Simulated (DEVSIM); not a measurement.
Device: abrupt Si n-p junction, at 400 K.

Layer 1 from the left is Si, thickness (μm) 8.50, Nd (cm⁻³) 5.6e16, τn (s) 0.00076, τp (s) 0.0023. Layer 2 from the left is Si, thickness (μm) 50.0, Na (cm⁻³) 1.7e14, τn (s) 0.00076, τp (s) 0.00076.

Left contact: ohmic. Right contact: ohmic. Voltage is applied to the left contact. Recombination: SRH at mid-gap. Mobility is μmin + (μ − μmin)/(1 + (N/Nref)^α).

This is a model device: material constants are rounded textbook-type values typed into the input, and sizes, dopings and lifetimes were drawn at random. Values at 300 K; Nc and Nv go as T^1.5, mobilities as T to minus their exponent, the gap by Varshni's rule with the affinity fixed.

Si: gap (eV) 1.124, affinity (eV) 4.05, permittivity 11.7, Nc (cm⁻³) 2.86e19, Nv (cm⁻³) 3.1e19, μn (cm²/Vs) 1417, μp (cm²/Vs) 470, μn,min 52, μp,min 45, Nref,n 9.7e16, Nref,p 2.2e17, αn 0.68, αp 0.72, T exponent of μn 2.3, T exponent of μp 2.2, Varshni α (eV/K) 0.000473, Varshni β (K) 636.

DEVSIM, 1D drift-diffusion, Boltzmann statistics, complete ionisation; no tunnelling, impact ionisation, image-force lowering or self-heating.

Question: What does the simulation give for the largest field in the device at zero bias, the potential step across the device at zero bias, the dark forward voltage at 100 A/cm², the dark forward voltage at 1 A/cm²?

Answer: largest field in the device at zero bias 15000 V/cm; potential step across the device at zero bias 0.434 V; dark forward voltage at 100 A/cm² 0.981 V; dark forward voltage at 1 A/cm² 0.347 V.
